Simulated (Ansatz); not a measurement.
# Seebeck coefficient of heavily doped n-type MgO (Fm-3m)

MgO (Fm-3m), n-type; conventional cell a = b = c = 4.2141 Å, α = β = γ = 90.00°. Computed with PBEsol, rigid bands (plane waves, PAW, scalar-relativistic; Ansatz, a first-principles code). Geometry: cell and atoms relaxed with PBEsol. Sums run over bands interpolated from the self-consistent mesh; computed gap 4.62 eV. |S| is the size of the Seebeck coefficient, averaged over directions. Temperature 300 K; every row lies over 1.5 times the effective density of states N_c. For a degenerate gas in one parabolic band with a constant relaxation time, |S| = π²k_B²T·m*/(eħ²(3π²n)^(2/3)), a line through zero in x = (n/10¹⁹ cm⁻³)^(-2/3) with slope 650 μV/K × m*/mₑ.

```csv
electron density (cm⁻³),x,|S| (μV/K)
1e19,1.000,?
3e19,0.481,100
1e20,0.215,49
3e20,0.104,25
1e21,0.046,12
```

Taking a straight line for |S| over the 4 complete rows: With u = x - 0.21, the rows have u = 0.27100, 0.00500, -0.10600, -0.16400. Means: u 0.0015000, |S| 46.5. About the means, the sum of products is 22.448 and the sum of squares of u is 0.11159; the slope is their ratio. Least squares gives |S| = 46.2 + 201.2·u. Residuals (row less fit): -0.7, 1.8, 0.1, -1.2; standard error 1.6 (degrees of freedom: 2). The slope gives m* ≈ 201.2/650 = 0.31 mₑ, and the line's value at x = 0 is 4 μV/K, where the simple form has zero.

**Question.** Estimate the missing |S| (x = 1.000); what did the run itself give?

**Answer.** u = 0.79000, so |S| = 46.2 + 201.2 × 0.79000 = 205.1 μV/K. The calculation gives 171 μV/K, 34.1 μV/K below the prediction (21.4 % of the range of |S| in the table). The row lies outside the fitted rows, so this is an extrapolation. From the scatter of the fitted rows alone, a prediction at this place has a standard error of 4.2 μV/K, so the miss is 8.1 times that.

 The withheld row is the least degenerate, at 2.0 times N_c. From the dilute limit the run's density-of-states mass is 0.35 mₑ. Within a few times N_c even one parabolic band lies under the degenerate line, which lowers the slope and lifts the intercept; non-parabolic bands and further valleys enter both too. Series that bend far from a line aren't tabulated. Rigid bands with a gap fixed in temperature, one relaxation time for all states and one kind of carrier; polarons and phonon drag are left out, and so is whether such doping can be reached. Spin-orbit coupling is left out.
